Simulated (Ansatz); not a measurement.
**A computed series for Ti3O5: pressure series**

Start from Ti₃O₅ (space group C2/m, No. 12; a = 9.6296 Å, b = 3.8482 Å, c = 9.1803 Å, α = γ = 90.00°, β = 91.12°).

Cell and atoms are relaxed at each pressure.

Method: PBEsol (Ansatz, a first-principles code, PAW, no SOC).

```
pressure (GPa)  volume per atom (Å³/atom)
--------------  -------------------------
0                                  10.629
0.3                                10.612
0.7                                10.586
1.5                                10.538
3                                  10.451
5                                       ?
7.5                                10.207
```

### Question
Fit the third-order Birch–Murnaghan form P(V) = (3B₀/2)[(V₀/V)^(7/3) − (V₀/V)^(5/3)]·[1 + (3/4)(B₀′ − 4)((V₀/V)^(2/3) − 1)] (squares taken in P) to the rows shown and predict the withheld row.

### Answer
Least squares on the printed values gives V₀ = 10.629 Å³/atom, B₀ = 171 GPa, B₀′ = 3.7; this predicts 10.339 Å³/atom, and the run gives 10.339 Å³/atom, in agreement.

Load acts through the strain it causes; cell and atoms are relaxed under it. No phonon test of stability was made. No other phases were tried under pressure. No Hubbard U is applied, and correlation can decide whether such a compound is a metal. The final runs are not spin-polarised.
